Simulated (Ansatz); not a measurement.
**Response to strain in hypothetical fluorite TeO2**

The parent structure is TeO₂ in the fluorite structure (space group Fm-3m, No. 225; a hypothetical phase, not in the database extracts checked).

```
TeO2
1.0
    0.00000     2.66761     2.66761
    2.66761     0.00000     2.66761
    2.66761     2.66761     0.00000
Te O
1 2
Cartesian
  0.00000   0.00000   0.00000
  1.33381   1.33381   1.33381
  4.00142   4.00142   4.00142
```

Cartesian axes are those of the cell as printed.

Strains are applied to the cell and any free atomic positions relax; under biaxial strain the out-of-plane vector relaxes too.

All numbers come from Ansatz (a first-principles code), r2SCAN, PAW, cutoff 500 eV, no spin-orbit coupling.

Candidates:
(a) isotropic strain −1.24 %
(b) isotropic strain +1.46 %
(c) biaxial strain +1.63 %, plane normal [001], relaxed out of plane
(d) biaxial strain +0.25 %, plane normal [001], relaxed out of plane

Notes on the quantities. energy relative to the base: free energy F.

Question: Order them by energy relative to the base, highest first.

Answer: (b) isotropic strain +1.46 % (+13 meV/atom), (a) isotropic strain −1.24 % (+10 meV/atom), (c) biaxial strain +1.63 %, plane normal [001], relaxed out of plane (+8.2 meV/atom), (d) biaxial strain +0.25 %, plane normal [001], relaxed out of plane (+0.2 meV/atom)

Stability against distortions was not tested.
